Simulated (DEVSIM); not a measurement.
Structure: isotype n-n heterojunction GaP/Si, at 350 K.

Layer 1 from the left is GaP, thickness (μm) 0.900, Nd (cm⁻³) 6.9e16, τn (s) 1.1e-7, τp (s) 1.1e-7. Layer 2 from the left is Si, thickness (μm) 0.300, Nd (cm⁻³) 1.2e15, τn (s) 1.1e-7, τp (s) 1.1e-7.

Left contact: ohmic. Right contact: ohmic. Voltage is applied to the left contact. Recombination: SRH at mid-gap, Auger. Mobility is μmin + (μ − μmin)/(1 + (N/Nref)^α).

The device is made up for the run: typed textbook-type constants, with dimensions and the other settings drawn at random. Values at 300 K; Nc and Nv go as T^1.5, mobilities as T to minus their exponent, the gap by Varshni's rule with the affinity fixed.

GaP: gap (eV) 2.26, affinity (eV) 3.8, permittivity 11.1, Nc (cm⁻³) 1.8e19, Nv (cm⁻³) 1.9e19, μn (cm²/Vs) 250, μp (cm²/Vs) 150, μn,min 10, μp,min 10, Nref,n 4.4e18, Nref,p 1e18, αn 0.8, αp 0.85, T exponent of μn 1.6, T exponent of μp 1.98, Cn (cm⁶/s) 1e-30, Cp (cm⁶/s) 1e-30, Varshni α (eV/K) 0.00058, Varshni β (K) 372. Si: gap (eV) 1.124, affinity (eV) 4.05, permittivity 11.7, Nc (cm⁻³) 2.86e19, Nv (cm⁻³) 3.1e19, μn (cm²/Vs) 1417, μp (cm²/Vs) 470, μn,min 52, μp,min 45, Nref,n 9.7e16, Nref,p 2.2e17, αn 0.68, αp 0.72, T exponent of μn 2.3, T exponent of μp 2.2, Cn (cm⁶/s) 2.8e-31, Cp (cm⁶/s) 9.9e-32, Varshni α (eV/K) 0.000473, Varshni β (K) 636.

Model (solved in DEVSIM): 1D drift-diffusion, Boltzmann statistics, complete ionisation; no tunnelling, impact ionisation, image-force lowering or self-heating. Band offsets follow the typed affinities; no thermionic-emission limit at abrupt steps, no polarisation charge.

What does the simulation give for the potential step across the device at zero bias?

potential step across the device at zero bias 0.386 V.
